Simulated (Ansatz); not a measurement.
Ansatz (an electronic-structure program) run on a (001) slab of Au (cut from a parent of space group no. 2; 4 atoms in the cell): self-consistent single point.

Level of theory: LDA (PW92), default PAW files made with PBE (plane waves; Ansatz).

```yaml
crystal:
  lattice:
    - [2.82957, 0.00000, 0.00000]
    - [-0.01302, 2.83428, 0.00000]
    - [0.00000, 0.00000, 21.18478]
  atoms:
    - { symbol: Au, position: [0.22016, 0.18824, 0.43598] }
    - { symbol: Au, position: [0.74939, 0.71010, 0.33043] }
    - { symbol: Au, position: [0.81407, 0.76791, 0.66957] }
    - { symbol: Au, position: [0.34330, 0.28977, 0.56402] }
```

Reference input (self-consistent single point, DFT, LDA (PW92), plane waves, default PAW files made with PBE): basis.ecutwfc = 420 eV; kpoints.mp_grid.grid = 11 11 1; hamiltonian.xc = lda; hamiltonian.pseudopotentials = {kind: paw} (the program's default PAW files); scf.occupations.method = gaussian; scf.occupations.width = 0.1 eV. This run's input differs from it in these lines:

Ansatz 0.2 input:
```diff
@@ -13,3 +13,3 @@
 kpoints:
-  mp_grid: { grid: [11, 11, 1] }
+  mp_grid: { grid: [19, 18, 1] }
 hamiltonian:
```

Output (repeated stretches shortened):

```
SCF iter   1: F=—  HF=-51457.902776 eV  |F-HF|=—  |Δ(HF+E_count)|=         —  Δρ=5.91e-3  dr2=8.13e-2  ethr=1.77e-3  ⟨swp⟩=7.7  Hψ=33923  notcnv=0  defer=93
all-band conjugate gradients solve this SCF's bands
preconditioner: auto → LDOS
SCF iter   2: F=—  HF=-51457.908119 eV  |F-HF|=—  |Δ(HF+E_count)|=   5.34e-3  Δρ=5.36e-3  dr2=5.08e-2  ethr=1.07e-4  ⟨swp⟩=2.3  Hψ=16644  notcnv=0  defer=414
   [... lines left out ...]
SCF iter   4: F=—  HF=-51457.893052 eV  |F-HF|=—  |Δ(HF+E_count)|=   4.63e-4  Δρ=1.30e-4  dr2=6.71e-5  ethr=2.23e-6  ⟨swp⟩=2.9  Hψ=14280  notcnv=0  defer=414
SCF iter   5: F=—  HF=-51457.893043 eV  |F-HF|=—  |Δ(HF+E_count)|=   8.36e-6  Δρ=4.37e-5  dr2=3.77e-6  ethr=8.83e-8  ⟨swp⟩=2.3  Hψ=12191  notcnv=0  defer=410
SCF iter   6: F=—  HF=-51457.893044 eV  |F-HF|=—  |Δ(HF+E_count)|=   9.56e-7  Δρ=1.59e-5  dr2=4.55e-7  ethr=4.96e-9  ⟨swp⟩=2.3  Hψ=12008  notcnv=0  defer=409
SCF iter   7: F=-51457.893044 eV  HF=-51457.893044 eV  |F-HF|=1.24e-8  |Δ(HF+E_count)|=   1.73e-7  Δρ=3.95e-6  dr2=2.51e-8  ethr=1.32e-10  ⟨swp⟩=13.4  Hψ=38497  notcnv=0
SCF 1 converged in 7 iterations: F = -51457.893044 eV  dr2 = 2.51e-8
Free energy (F): -51457.893044 eV
Internal energy: -51457.886857 eV  (E = F + TS)
E sigma→0 (E₀):  -51457.889951 eV
Entropy (-TS):   -0.006187 eV (-1.547 meV/atom)
Fermi energy:    4.563551 eV
--- Forces (eV/Å), atoms counted from 1 ---
  atom   1  Au     0.02527922     0.02198470    -0.02559167
  atom   2  Au    -0.00766425    -0.00581933     0.75096369
  atom   3  Au     0.00766425     0.00581933    -0.75096369
  atom   4  Au    -0.02527922    -0.02198470     0.02559167
--- Stress (GPa, compression-positive) ---
       -7.338249       0.007033      -0.012894
        0.007033      -7.365361      -0.016922
       -0.012894      -0.016922      -5.023153
  P = ⅓ Tr σ = -6.5756 GPa (-65.756 kbar)
  The stress holds the Pulay correction. Without it, at fixed plane waves, as pw.x and ABINIT print it: P = -6.5902 GPa
```

The run converged in 7 iterations. Against the reference run the free energy falls by 1.9 meV/atom and the largest force goes from 0.724 to 0.751 eV/Å.

The starting cell comes from a database of computed structures (which also holds hypothetical and non-ambient phases and stackings), without a prior relaxation at this level. The slab is cut from that crystal, and its faces are unrelaxed. Its lattice was rescaled by up to half a per cent. Spin-orbit coupling is off.

Cost on one core of a shared machine: roughly 70 s.
